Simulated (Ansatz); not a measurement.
Start from Mg$_{2}$Ge in the anti-fluorite structure (space group Fm-3m, No. 225; a = 6.3644 Å). Axes: x, y, z lie along the cube axes.

Calculations: Kohn–Sham DFT with the PBEsol functional, run in Ansatz (a quantum-chemistry and plane-wave program) with PAW and 420 eV plane waves, scalar-relativistic without spin-orbit coupling.

Before the change:

The shortest interatomic distance is 2.756 Å.

One thing is altered: a pure shear with ε_xy = ε_yx = 0.0029; the atoms relax in the strained cell.

Problem. How does this affect the stress, energy relative to the base and shortest interatomic distance?

Solution. The stress (xx, yy, zz, yz, xz, xy; compression positive) amounts to (0.00, 0.00, 0.00, 0.00, 0.00, -0.25) GPa; the energy is nearly the same; the shortest interatomic distance drops by 0.004 Å to 2.752 Å.

No phonon test of stability was made.
